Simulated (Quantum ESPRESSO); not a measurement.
Checking a run of Quantum ESPRESSO on ScGaPd (Pnma, 12 atoms in the cell). The aim is a self-consistent single point with DFT, LDA (PZ), plane waves, GBRV 1.5 ultrasoft (LDA) pseudopotentials.

Cell that was meant: a = 6.3859 Å, b = 4.1680 Å, c = 7.3825 Å, α = 90.00°, β = 90.00°, γ = 90.00°.

Part of the input:

```fortran
/
&ELECTRONS
  conv_thr = 1.0d-10,
  mixing_beta = 0.9,
  mixing_ndim = 2,
/
ATOMIC_SPECIES
Sc    44.9559  sc_lda_v1.uspp.F.UPF
```

Log, with long lists cut:

```
     Message from routine setup:
     using ibrav=0 with symmetry is DISCOURAGED, use correct ibrav instead
     G-vector sticks info
   [... lines left out ...]
        k(    2) = (   0.0000000   0.0000000   0.2883334), wk =   0.0740741
        k(    3) = (   0.0000000   0.2553569   0.0000000), wk =   0.0740741
   [... 13 lines left out ...]

     Dense  grid:   179075 G-vectors     FFT dimensions: (  80,  54,  90)

     Smooth grid:    63355 G-vectors     FFT dimensions: (  60,  36,  64)

     Initial potential from superposition of free atoms

     starting charge     177.9918, renormalised to     184.0000

     negative rho (up, down):  2.961E-01 0.000E+00
     Self-consistent Calculation

     iteration #  1     ecut=    50.00 Ry     beta= 0.90

     negative rho (up, down):  2.851E-01 0.000E+00

     total energy              =   -2809.14582841 Ry
     estimated scf accuracy    <      32.97325865 Ry

     iteration #  2     ecut=    50.00 Ry     beta= 0.90

     negative rho (up, down):  3.033E-01 0.000E+00

     total energy              =   -2824.76882779 Ry
     estimated scf accuracy    <     100.86645147 Ry

     iteration #  3     ecut=    50.00 Ry     beta= 0.90

     negative rho (up, down):  3.062E-01 0.000E+00

     total energy              =   -2832.70607324 Ry
     estimated scf accuracy    <       8.66396528 Ry

   [... 21 blocks of this kind left out ...]

     iteration # 25     ecut=    50.00 Ry     beta= 0.90

     negative rho (up, down):  3.039E-01 0.000E+00

     total energy              =   -2833.11571583 Ry
     estimated scf accuracy    <          1.1E-09 Ry

     iteration # 26     ecut=    50.00 Ry     beta= 0.90

     negative rho (up, down):  3.039E-01 0.000E+00
     End of self-consistent calculation

   [... 11 lines left out ...]

   [... 11 lines left out ...]

     the Fermi energy is    14.8378 ev

!    total energy              =   -2833.11571583 Ry
     estimated scf accuracy    <          3.0E-11 Ry
     smearing contrib. (-TS)   =      -0.00313790 Ry
     internal energy E=F+TS    =   -2833.11257792 Ry

     convergence has been achieved in  26 iterations

     negative rho (up, down):  3.039E-01 0.000E+00

     Forces acting on atoms (cartesian axes, Ry/au):

     atom    1 type  1   force =    -0.00025572   -0.00000000   -0.00183392
     atom    2 type  1   force =     0.00025572    0.00000000    0.00183392
     atom    3 type  1   force =     0.00025572    0.00000000   -0.00183392
   [... lines left out ...]
     Total force =     0.010795     Total SCF correction =     0.000048
   [... lines left out ...]

     negative rho (up, down):  3.039E-01 0.000E+00
          total   stress  (Ry/bohr**3)                   (kbar)     P=        6.31
  -0.00000298   0.00000000   0.00000000           -0.44        0.00        0.00
   0.00000000   0.00009558   0.00000000            0.00       14.06        0.00
   0.00000000   0.00000000   0.00003603            0.00        0.00        5.30

   JOB DONE.
```

**Question.** Is anything amiss in this input, and did it matter?

**Answer.** The results can be used. The input holds unsuitable density mixing, which can do harm: too large a step with little history lets the density overshoot, and too small a step makes little progress in the iterations allowed. Here it did none. The run converged in 26 iterations, and against the sound input the free energy stays essentially unchanged (within 1 meV/atom), the pressure stays at 0.63 GPa and the largest force stays at 0.113 eV/Å. It cost iterations: the sound input took 13.

An input that runs soundly differs in these lines (not the only fix; some lines may just follow from the change or write a value another way):
```diff
-  mixing_beta = 0.9,
-  mixing_ndim = 2,
```

With that input, the run converged in 13 iterations: free energy E − TS -38546.5030 eV; Fermi level (on the code's own zero) 14.84 eV; pressure 0.63 GPa; largest force (vector length) 0.113 eV/Å (DFT, LDA (PZ), plane waves, GBRV 1.5 ultrasoft (LDA) pseudopotentials).

On the sound input: the starting cell comes from a database of computed structures (which also holds hypothetical and non-ambient phases and stackings), without a prior relaxation at this level. Its lattice was rescaled by a random factor within 2.5 % of one. Spin polarisation is off.
